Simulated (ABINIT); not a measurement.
ABINIT run on MnO (Fm-3m, 4 atoms in the cell): self-consistent single point.

Method of the run: PBE, PAW (JTH v2.0 PBE PAW) (plane waves; ABINIT).

The change in words: lattice scaled by 0.98. Reference geometry:
```
CELL_PARAMETERS angstrom
      4.48040     2.24020     2.24020
      2.24020     4.48040     2.24020
      2.24020     2.24020     4.48040
ATOMIC_POSITIONS crystal
  Mn 0.00000 0.00000 0.00000
  Mn 0.50000 0.50000 0.50000
  O  0.25000 0.25000 0.25000
  O  0.75000 0.75000 0.75000
```
Moments meant for the start (each program seeds them in its own way; μB, in the order of the atoms Mn Mn O O): 5.0 -5.0 0.0 0.0.

Reference input (self-consistent single point, DFT, PBE, plane waves, PAW (JTH v2.0 PBE PAW)): pseudos = [Mn.GGA_PBE-JTH.xml, O.GGA_PBE-JTH.xml]; ecut = 30 Ha; pawecutdg = 60 Ha; ixc = 11; nsppol = 2; occopt = 3; tsmear = 0.00183747 Ha; ngkpt = 5 5 5; nshiftk = 1; shiftk = 0 0 0; potentials = JTH v2.0 PBE PAW; nband = 28. This run's input differs from it in these lines:

```diff
@@ -3,3 +3,3 @@
 pseudos "Mn.GGA_PBE-JTH.xml, O.GGA_PBE-JTH.xml"
-acell 10.3695920907 10.3695920907 10.3695920907
+acell 10.1622004340 10.1622004340 10.1622004340
 rprim
@@ -14,5 +14,5 @@
          0.0000000000    0.0000000000    0.0000000000
-         4.4804040000    4.4804040000    4.4804040000
-         2.2402020000    2.2402020000    2.2402020000
-         6.7206060000    6.7206060000    6.7206060000
+         4.3907960000    4.3907960000    4.3907960000
+         2.1953980000    2.1953980000    2.1953980000
+         6.5861940000    6.5861940000    6.5861940000
       Angstrom
```

The program printed (abridged):

```
--- !BeginCycle
solver: {iscf: 17, nstep: 100, nline: 4, wfoptalg: 10, }
tolerances: {toldfe: 1.00E-09, }
...

     iter   Etot(hartree)     deltaE(h) residm    nres2    magn
 ETOT  1  -241.35430600476    -2.41E+02 7.54E+00 3.23E+03 0.417
 ETOT  2  -247.39227291756    -6.04E+00 1.83E-01 1.85E+04 0.022
 ETOT  3  -241.82538867450     5.57E+00 1.02E+00 4.23E+02 0.000
 ETOT  4  -242.62782977957    -8.02E-01 2.10E-01 6.72E+03 0.000
 ETOT  5  -241.94990777940     6.78E-01 7.79E-02 2.04E+02 0.008
   [... 12 lines left out ...]
 ETOT 18  -241.97124175667    -1.06E-07 1.33E-04 1.33E-06 0.000
 ETOT 19  -241.97124176145    -4.77E-09 8.19E-05 7.42E-07 0.000
 ETOT 20  -241.97124176191    -4.63E-10 1.04E-04 4.21E-08 0.000
 ETOT 21  -241.97124176203    -1.18E-10 6.35E-05 1.52E-08 0.000
 At SCF step   21, etot is converged :
  for the second time, diff in etot=  1.183E-10 < toldfe=  1.000E-09

 Cartesian components of stress tensor (hartree/bohr^3)
  sigma(1 1)= -1.71535258E-04  sigma(3 2)=  7.02404957E-05
  sigma(2 2)= -1.71535258E-04  sigma(3 1)=  7.02404957E-05
  sigma(3 3)= -1.71535258E-04  sigma(2 1)=  7.02404957E-05

 Integrated electronic and magnetization densities in atomic spheres:
 Radius=ratsph(iatom), smearing ratsm=  0.0000. Diff(up-dn)=approximate z local magnetic moment.
 Atom    Radius    up_density   dn_density  Total(up+dn)  Diff(up-dn)
    1   2.11192     8.631049     4.426494     13.057542     4.204555
    2   2.11192     4.426491     8.631048     13.057539    -4.204557
    3   1.41465     2.272265     2.272264      4.544529     0.000001
   [... lines left out ...]
 Total magnetization (from the atomic spheres):             0.000000
 Total magnetization (exact up - dn):                      -0.000000
 Fermi (or HOMO) energy (hartree) =   0.29723   Average Vxc (hartree)=  -0.42807
 Fermi (or HOMO) energy (eV) =   8.08792   Average Vxc (eV)= -11.64833
   [... lines left out ...]
'-kT*entropy'       : -1.66962660267071E-07
total_energy        : -2.41971243918799E+02
total_energy_eV     : -6.58437240135613E+03
...

-Cartesian components of stress tensor (GPa)         [Pressure=  5.0467E+00 GPa]
- sigma(1 1)= -5.04674068E+00  sigma(3 2)=  2.06654638E+00
- sigma(2 2)= -5.04674068E+00  sigma(3 1)=  2.06654638E+00
- sigma(3 3)= -5.04674068E+00  sigma(2 1)=  2.06654638E+00

 Calculation completed.
```

The run converged in 21 iterations. 

The starting cell has typed, rounded lattice constants, without a prior relaxation at this level. Its lattice was rescaled by a random factor within 2.5 % of one. For this run, on top of that: lattice scaled by 0.98. The magnetic order is the one reached from the typed start; others were not searched systematically. With a pressure of about 5 GPa the cell is away from its equilibrium volume at this level.

These are the values that this program gave, and no reference: the one-centre exchange-correlation terms come from a truncated expansion.

Cost on one core of a shared machine: roughly 6 min.
